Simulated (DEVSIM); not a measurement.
System: Schottky contact on n-type GaP, at 300 K.

Layer 1 from the left is GaP, thickness (μm) 4.60, Nd (cm⁻³) 4.1e16, τn (s) 1.5e-7, τp (s) 1.5e-7.

Left contact: Schottky, work function 5.55 eV, emission velocity 5.8e6 cm/s. Right contact: ohmic. Voltage is applied to the left contact. Recombination: SRH at mid-gap. Mobility is μmin + (μ − μmin)/(1 + (N/Nref)^α).

This is a model device: material constants are rounded textbook-type values typed into the input, and sizes, dopings and lifetimes were drawn at random. Values at 300 K.

GaP: gap (eV) 2.26, affinity (eV) 3.8, permittivity 11.1, Nc (cm⁻³) 1.8e19, Nv (cm⁻³) 1.9e19, μn (cm²/Vs) 250, μp (cm²/Vs) 150, μn,min 10, μp,min 10, Nref,n 4.4e18, Nref,p 1e18, αn 0.8, αp 0.85.

DEVSIM, 1D drift-diffusion, Boltzmann statistics, complete ionisation; no tunnelling, impact ionisation, image-force lowering or self-heating. Metal contacts follow the ideal Schottky-Mott rule: no Fermi-level pinning, no interface dipoles.

Dark forward current:

```tsv
|V| (V)	|J| (A/cm²)
0.55	1.329e-13
0.60	7.605e-13
0.65	4.822e-12
0.70	3.207e-11
0.75	2.176e-10
0.80	1.488e-9
0.85	1.020e-8
0.90	7.000e-8
0.95	4.800e-7
1.00	3.289e-6
1.05	2.250e-5
1.10	0.0001537
1.15	0.001048
1.20	0.007123
1.25	0.04820
1.30	0.3234
1.35	2.115
1.40	12.43
1.45	52.22
1.50	135.8
1.55	251.2
1.60	384.6
1.65	528.2
1.70	678.4
1.75	832.9
1.80	990.5
```

Problem. Work out the local ideality factor n = ΔV / (kT/q · ln(J2/J1)) between the rows 0.55 and 0.60 V, 0.85 and 0.90 V, 1.75 and 1.80 V.

Solution. kT/q = 25.85 mV. From 0.55 to 0.60 V: ln(7.605e-13/1.329e-13) = 1.744, n = 1.11. From 0.85 to 0.90 V: ln(7.000e-8/1.020e-8) = 1.926, n = 1.00, near the 1 of diffusion or emission over a barrier. From 1.75 to 1.80 V: ln(990.5/832.9) = 0.173, n = 11.16; the layers' resistance at their doping, Σ W/(qμN) = 0.00029 Ω cm², would take 45 mV of this step of 50 mV.

Problem. Estimate the current at 0.95 V for emission alone, J0 = q v N_band exp(−φB/kT), and read the barrier back from the simulated current.

Solution. φB = 1.750 eV, N_band = 1.80e19 cm⁻³, J0 = 6.64e-23 A/cm²; J = J0 (exp(qV/kT) − 1) = 6.07e-7 A/cm². The simulation gives 4.80e-7 A/cm²; the estimate lies 26 % above. Read backwards, the simulated current gives an apparent barrier of 1.756 eV. The estimate leaves out transport through the depletion region and minority injection.
